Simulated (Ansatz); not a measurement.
**How far PBE and r2SCAN part for Si, pressure −2 GPa**

Base system: Si in the diamond structure (space group Fd-3m, No. 227; a = 5.4703 Å).

(Cell as relaxed with PBE.)

Levels (all Ansatz, an electronic-structure program, PAW): PBE (420 eV, no spin-orbit coupling); r2SCAN (500 eV, without spin-orbit coupling).

Each level relaxes its own structure.

```tsv
base	PBE	r2SCAN
volume per atom	20.46 Å³	20.17 Å³
lattice parameter a	5.470 Å	5.444 Å
band gap	0.61 eV	0.78 eV
```

It is then changed as follows: a negative pressure, −2 GPa.

| quantity | PBE | r2SCAN |
|---|---|---|
| mean gap deformation potential ΔEg/Δln V | +1.8 eV | [?] |
| valley order (the lowest conduction-band minima on the path, energy above the VBM, named in the base's zone) | a point along ⟨100⟩, about 1.0 Å⁻¹ from Γ 0.65 eV; L along ⟨111⟩ 1.38 eV | [?] |
| hole mass (degenerate bands, along [100]) | 0.15, 0.27, 0.27 mₑ (at Γ) | [?] |
| smallest direct gap | 2.53 eV | [?] |

Given the PBE results, estimate those of r2SCAN.


- mean gap deformation potential ΔEg/Δln V, r2SCAN: +1.7 eV
- valley order (the lowest conduction-band minima on the path, energy above the VBM, named in the base's zone), r2SCAN: a point along ⟨100⟩, about 1.0 Å⁻¹ from Γ 0.81 eV; L along ⟨111⟩ 1.76 eV
- hole mass (degenerate bands, along [100]), r2SCAN: 0.16, 0.26, 0.26 mₑ (at Γ)
- smallest direct gap, r2SCAN: 2.73 eV

Both order the valleys alike; PBE's smallest direct gap lies 0.195 eV below r2SCAN's. Neither level is exact; r2SCAN is the comparison here, not a measurement.

Load acts through the strain it causes; cell and atoms are relaxed under it. Effective masses come from finite differences of ±0.01 Å⁻¹. Whether these cells are dynamically stable was not tested.
